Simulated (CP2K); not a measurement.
Band structure of CaS (Fm-3m, 2 atoms in the cell).

```
CELL_PARAMETERS angstrom
      4.03387     0.00000     0.00000
      2.01693     3.49343     0.00000
      2.01693     1.16448     3.29364
ATOMIC_POSITIONS crystal
  Ca 0.00000 0.00000 0.00000
  S  0.50000 0.50000 0.50000
```

Method: PBEsol, GPW, DZVP-MOLOPT-SR-GTH basis, GTH-PBE potentials (GTH_POTENTIALS) (CP2K 2026.2).

Settings: CUTOFF = 500 Ry; REL_CUTOFF = 40 Ry; KPOINTS/SCHEME = MONKHORST-PACK 8 8 8; GAMMA_CENTERED = T; XC_FUNCTIONAL = PBE:PBESOL; Ca/BASIS_SET = DZVP-MOLOPT-SR-GTH; Ca/POTENTIAL = GTH-PBE-q10; S/BASIS_SET = DZVP-MOLOPT-SR-GTH; S/POTENTIAL = GTH-PBE-q6; METHOD = GPW; EPS_DEFAULT = 1e-11; EXTRAPOLATION = USE_GUESS; NGRIDS = 5; SCF_GUESS = ATOMIC.

The starting cell comes from a database of computed structures (which also holds hypothetical and non-ambient phases and stackings), without a prior relaxation at this level. Values carry the incompleteness of an atom-centred basis. The potentials were made for another functional than the one used.

Predict the gap along the standard path and the places of the band edges.

The gap along the path is 2.35 eV, from Γ to X; the smallest direct gap on it is 3.19 eV.

Levels in eV from the top of the valence band on the SCF mesh, bands 5 to 9:
```tsv
point	5	6	7	8	9
Γ	-11.26	0.00	0.00	0.00	3.89
X	-10.61	-2.38	-0.84	-0.84	2.35
W	-10.49	-1.87	-1.87	-1.60	4.94
K	-10.50	-2.14	-1.95	-1.06	3.77
L	-10.41	-3.19	-1.20	-1.20	5.30
U	-10.50	-2.14	-1.95	-1.06	3.77
```

Higher empty bands are left out: an atom-centred basis made for the valence describes them poorly.
